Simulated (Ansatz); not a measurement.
A user runs Ansatz (an electronic-structure program) on La₃S₄ (I-43d, 14 atoms in the cell) and asks whether the run is sound. The aim is a self-consistent single point with DFT, PBEsol, plane waves, default PAW files made with PBE.

Cell that was meant: a = 7.5977 Å, b = 7.5977 Å, c = 7.5977 Å, α = 109.47°, β = 109.47°, γ = 109.47°.

Part of the input:

Ansatz 0.2 input:
```yaml
    - { symbol: S, position: [0.650000, 0.650000, 0.650000] }
    - { symbol: S, position: [0.000000, 0.350000, 0.500000] }
    - { symbol: S, position: [0.500000, 0.000000, 0.850000] }
basis:
  ecutrho_ratio: 2
kpoints:
  mp_grid:
    grid: [6, 6, 6]
```

The program printed (abridged):

```
WARN basis.ecutwfc = 420 eV, the default
WARN basis.ecutrho_ratio = 2 (ecutrho = 840 eV) is below the records' recommended cutoff
   [... lines left out ...]
PAW frozen core: S, regenerated for the run's functional, and the local potential with it
Initial density: superposition of atomic densities (neutral atoms: chi_scale 0, normalization atom), corrected by the library's trained network
Initial wavefunctions: pseudopotential atomic-orbital guess
Eigensolver: davidson
Functional: x = pbesol(κ = 0.804, μ = 0.12345679012345678), c = pbesol(β = 0.046)
SCF iter   1: F=—  HF=-44078.176844 eV  |F-HF|=—  |Δ(HF+E_count)|=         —  Δρ=6.15e-3  dr2=2.17e-1  ethr=1.77e-3  ⟨swp⟩=6.6  Hψ=4754  notcnv=0
all-band conjugate gradients solve this SCF's bands
preconditioner: auto → Kerker (q_TF=auto, 2.277 Å⁻¹)
SCF iter   2: F=—  HF=-44078.116401 eV  |F-HF|=—  |Δ(HF+E_count)|=   6.04e-2  Δρ=2.56e-3  dr2=3.36e-2  ethr=1.90e-4  ⟨swp⟩=4.2  Hψ=2074  notcnv=0
   [... lines left out ...]
SCF iter   5: F=—  HF=-44078.111680 eV  |F-HF|=—  |Δ(HF+E_count)|=   4.33e-5  Δρ=4.37e-5  dr2=9.81e-6  ethr=1.22e-7  ⟨swp⟩=3.2  Hψ=2002  notcnv=0
SCF iter   6: F=—  HF=-44078.111668 eV  |F-HF|=—  |Δ(HF+E_count)|=   1.18e-5  Δρ=1.03e-5  dr2=5.85e-7  ethr=8.61e-9  ⟨swp⟩=2.1  Hψ=1587  notcnv=0
SCF iter   7: F=-44078.111668 eV  HF=-44078.111668 eV  |F-HF|=2.62e-9  |Δ(HF+E_count)|=   5.09e-8  Δρ=2.05e-6  dr2=2.04e-8  ethr=8.77e-11  ⟨swp⟩=16.2  Hψ=6047  notcnv=0
SCF 1 converged in 7 iterations: F = -44078.111668 eV  dr2 = 2.04e-8
Free energy (F): -44078.111668 eV
Internal energy: -44077.788673 eV  (E = F + TS)
E sigma→0 (E₀):  -44077.950170 eV
Entropy (-TS):   -0.322995 eV (-23.071 meV/atom)
Fermi energy:    11.368410 eV
--- Forces (eV/Å), atoms counted from 1 ---
  atom   1  La     0.00000000     0.00000000    -0.00000000
  atom   2  La     0.00000000    -0.00000000     0.00000000
  atom   3  La     0.00000000    -0.00000000    -0.00000000
  atom   4  La     0.00000000    -0.00000000     0.00000000
  atom   5  La     0.00000000    -0.00000000    -0.00000000
  atom   6  La     0.00000000     0.00000000    -0.00000000
  atom   7  S      0.00186597     0.00186597     0.00186597
   [... lines left out ...]
  P = ⅓ Tr σ = -4.0491 GPa (-40.491 kbar)
  The stress holds the Pulay correction, which leaves out the density cutoff's part. Without it, at fixed plane waves, as pw.x and ABINIT print it …
settings of this run that can trade accuracy for cost: basis.ecutrho_ratio < 4. Do not mix this run's numbers with those of runs without the same settings …
```

Task: Is anything amiss in this input, and did it matter?

Result: The compared values did not move, but the log warns. The input holds a density cutoff or grid that is too coarse, which can do harm: the charge density holds wave vectors up to twice those of the orbitals (four times the energy cutoff), and augmentation charges need more still. The run converged in 7 iterations, and against the sound input the free energy hardly moves (within 1 meV/atom), the pressure stays at -4.05 GPa and the largest force stays at 0.003 eV/Å. The full log also holds (shortened here): “WARN basis.ecutrho_ratio = 2 (ecutrho = 840 eV) is below the records' recommended cutoff”. At a fixed set of plane waves, without the program's Pulay estimate, the pressure is -4.05 GPa against -4.05 GPa.

The sound input it was made from differs as follows (other fixes are possible):
```diff
-basis:
-  ecutrho_ratio: 2
```

With that input, the run converged in 7 iterations: free energy E − TS (on the zero of these files) -44078.1114 eV; Fermi level (on the code's own zero) 11.37 eV; pressure -4.05 GPa; largest force (vector length) 0.003 eV/Å (DFT, PBEsol, plane waves, default PAW files made with PBE).

On the sound input: the starting cell comes from a database of published, mostly measured structures (it also holds non-ambient and calculated ones), without a prior relaxation at this level. Its lattice was rescaled by a random factor within 2.5 % of one. With a pressure of about -4 GPa the cell is away from its equilibrium volume at this level. Ansatz's pressure includes its estimate of the finite-basis (Pulay) stress.
